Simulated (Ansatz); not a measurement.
An Ansatz (a program for electronic structure) run: Au with a change (biaxial strain −2.50 %, plane normal [111], relaxed out of plane); r2SCAN (Ansatz; PAW; 500 eV plane waves; without spin-orbit coupling).

Input:

Ansatz 0.2 input:
```yaml
crystal:
  lattice:
    - [2.8435631588, 0, 0]
    - [1.4217815794, 2.4625979328, 0]
    - [1.4217815794, -0.8208659776, 2.4110580428]
  atoms:
    - { symbol: Au, position: [0, 0, 0] }
basis: { ecutwfc: 500, ecutrho_ratio: 4, xc_grid: 4, fft_grid_basis: typed }
kpoints: { mp_grid: { grid: [27, 27, 27] } }
hamiltonian:
  xc: r2scan
  dispersion: none
  pseudopotentials: { kind: paw }
scf: { occupations: { method: fermi_dirac, width: 0.1 } }
relax: { f_tol: 0.005, max_steps: 50, cell: { stress_tol: 0.01, fix: [a, b, gamma] } }
output: { forces: true, stress: true }
checkpoint: { write: state.ck, write_every: 1000 }
```

Output (explanatory and most iteration lines left out):

```
Relaxation: its limit of steps is 50 (relax.max_steps)
Pseudopotential: Au, paw, valence charge 19
Crystal: 1 atoms, lattice volume = 16.884 Å³
Basis set: ecut = 500 eV, 423 PW (Γ), exchange–correlation on 96×96×96 points (64 copies of the dense FFT grid, shifted against one another)
Bands: 14, of which v1, the nominal top of the filled ones, is band 10 counted from 1 (9 counted from 0)
Symmetry: 12 space group operations
Space group: R-3m (ITA 166), of the structure as read, at distance tolerance 2.6e-5 Å
k-points: 1834 of 19683
Functional: x = r2scan, c = r2scan; τ floored in thin density (d = 2e-4 eV/Å³)
SCF iter   1: F=—  HF=-13163.502787 eV  |F-HF|=—  |Δ(HF+E_count)|=         —  Δρ=1.47e-2  dr2=3.66e-2  dr2_τ=3.45e-3  ethr=1.77e-3  ⟨swp⟩=4.8  Hψ=133128  notcnv=0
SCF iter   2: F=—  HF=-13163.495206 eV  |F-HF|=—  |Δ(HF+E_count)|=   7.58e-3  Δρ=6.09e-3  dr2=5.83e-3  dr2_τ=9.98e-4  ethr=1.92e-4  ⟨swp⟩=1.2  Hψ=40692  notcnv=0  defer=71
SCF 1 converged in 6 iterations: F = -13163.495645 eV  dr2 = 7.83e-9
relax step   1: F+E_penalty+E_count = -13163.49564484 eV  Δ(F+E_penalty+E_count) = +0.000e0 eV  max|allowed force component| = 0.000e0 eV/Å  Δτ_max = 0.0000 Å  P = +6.838 GPa  Ω = 16.884 Å³  fix = [a, b, gamma]  reactions: a +7.753, b +7.753 GPa  (6 SCF iters, dr2 threshold 1.00e-7 eV, accepted)
[... steps on the carried basis left out ...]
relax step   6: F+E_penalty+E_count = -13163.50200352 eV  Δ(F+E_penalty+E_count) = +8.116e-7 eV  max|allowed force component| = 0.000e0 eV/Å  Δτ_max = 0.0000 Å  P = +2.855 GPa  Ω = 17.308 Å³  energy of the carried Pulay correction = -9.217e-7 eV  fix = [a, b, gamma]  reactions: a +4.282, b +4.282 GPa  (4 SCF iters, dr2 threshold 9.11e-10 eV, accepted)
Crystal: 1 atoms, lattice volume = 17.308 Å³
SCF iter   1: F=—  HF=-13163.502005 eV  |F-HF|=—  |Δ(HF+E_count)|=         —  Δρ=1.46e-6  dr2=3.80e-10  dr2_τ=4.70e-11  ethr=5.14e-10  ⟨swp⟩=4.0  Hψ=224254  notcnv=0
SCF iter   2: F=—  HF=-13163.502005 eV  |F-HF|=—  |Δ(HF+E_count)|=  6.55e-11  Δρ=5.23e-7  dr2=2.61e-11  dr2_τ=1.29e-11  ethr=2.00e-12  ⟨swp⟩=2.2  Hψ=36665  notcnv=0
SCF 7 converged in 4 iterations: F = -13163.502005 eV  dr2 = 1.57e-13
SCF converged after 4 iterations
Free energy (F): -13163.502005 eV
Internal energy: -13163.493952 eV  (E = F + TS)
E sigma→0 (E₀):  -13163.497978 eV
Entropy (-TS):   -0.008052 eV (-8.052 meV/atom)
Fermi energy:    20.100779 eV
--- Forces (eV/Å), atoms counted from 1 ---
  atom   1  Au     0.00000000     0.00000000     0.00000000
--- Stress (GPa, compression-positive) ---
        4.282008       0.000000       0.000000
        0.000000       4.282008      -0.000000
        0.000000      -0.000000       0.000421
  P = ⅓ Tr σ = 2.8548 GPa (28.548 kbar)
--- Relaxed structure (5 steps of the walk, 5 accepted, 2 SCFs on fresh bases) ---
  cell:  # Å, volume = 17.3082 Å³
    - [2.8435631588078962, -9.89805762660931e-35, -2.646737852854996e-18]
    - [1.4217815794039481, 2.462597932793162, -9.5160875894395e-17]
    - [1.4217815794039481, -0.8208659775977207, 2.4716990966585164]
  atoms:
    - { symbol: Au, position: [0.0, 0.0, 0.0] }
```

Whether these cells are dynamically stable was not tested. The cell was made from Au in the fcc (Cu type) structure (space group Fm-3m, No. 225) by this change: biaxial strain −2.50 %, plane normal [111], relaxed out of plane.
